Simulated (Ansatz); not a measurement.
Start from SiC in the zinc blende structure (space group F-43m, No. 216; a = 4.329 Å). Axes: x, y, z lie along the cube axes.

Calculations: Kohn–Sham DFT with the LDA functional, run in Ansatz (an electronic-structure program) with PAW and 420 eV plane waves, scalar-relativistic without spin-orbit coupling.

The change: tensor shear ε_xy = +0.57 % (engineering shear γ = 0.0114); the atoms relax in the strained cell.

Question: Predict the stress tensor and what it implies for the stiffness.

Answer: Stress of the strained cell less that of the base (GPa, compression positive):
```
   0.03   -2.87    0.00
  -2.87    0.03    0.00
   0.00    0.00    0.00
```

Then −Δσ/γ with γ = 2ε = 0.0114 gives relaxed-ion elastic constants: C66 ≈ 252 GPa.

Whether these cells are dynamically stable was not tested.
